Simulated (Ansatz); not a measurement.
Take Tl in the hcp (Mg type) structure (space group P6_3/mmc, No. 194; a = 3.4587 Å, c = 5.5234 Å) as the base.

One thing is altered: full substitution Tl → Sc, then cell and atoms are relaxed.

Levels (all Ansatz, a quantum-chemistry and plane-wave program, PAW, earlier PAW set): PBEsol (420 eV, spin-orbit coupling left out); r2SCAN (500 eV, no SOC).

The geometry is relaxed with PBEsol.

- PBEsol pressure: 0.0 GPa

Task: Predict the pressure from r2SCAN.

Result: The pressure goes from zero to 3.2 GPa.

Single points use the geometry relaxed with PBEsol. Their cutoffs differ, which shifts pressures a little. No phonon test of stability was made. All final runs are without spin polarisation.
